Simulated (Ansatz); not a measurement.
## MgSe: Mg → Ca

Base system: MgSe in the rock salt structure (space group Fm-3m, No. 225; a = 5.4722 Å).

Now apply this change: Ca takes the place of Mg on all its sites; the structure is relaxed again.

Calculations: r2SCAN (Ansatz, a first-principles code; PAW; 500 eV plane waves; no spin-orbit coupling). Settings: 10×10×10 k-points, 0.05 eV Fermi–Dirac smearing.

The volume per atom rises by 5.64 Å³, from 20.48 Å³ to 26.12 Å³ and the density shrinks by 0.402 g/cm³ to 3.78 g/cm³. The lattice parameter a increases by 0.873 bohr (10.341 bohr → 11.214 bohr) and the space group stays Fm-3m (No. 225). The shortest interatomic distance goes up by 0.4367 bohr, from 5.171 bohr to 5.607 bohr and the band gap goes up by 0.04 eV, from 2.48 eV to 2.52 eV. The gap character remains indirect, Γ → X and the smallest direct gap goes up by 0.02 eV, from 3.44 eV to 3.46 eV. The width of the top valence band decreases by 0.83 eV (2.47 eV → 1.64 eV) and the electron mass goes from 0.48 mₑ along k, 0.25 mₑ across (at X) to 1.4 mₑ along k, 0.29 mₑ across (at X). The hole mass (degenerate bands, along [100]) changes from 0.20, 0.79, 0.79 mₑ (at Γ) to 0.20, 1.00, 1.00 mₑ (at Γ).

Final structure:

```
CELL_PARAMETERS angstrom
      0.00000     2.96720     2.96720
      2.96720     0.00000     2.96720
      2.96720     2.96720     0.00000
ATOMIC_POSITIONS crystal
  Se 0.00000 0.00000 0.00000
  Ca 0.50000 0.50000 0.50000
```

Effective masses come from finite differences of ±0.01 Å⁻¹. Along k means along the line from Γ to the band edge. Stability against distortions was not tested.
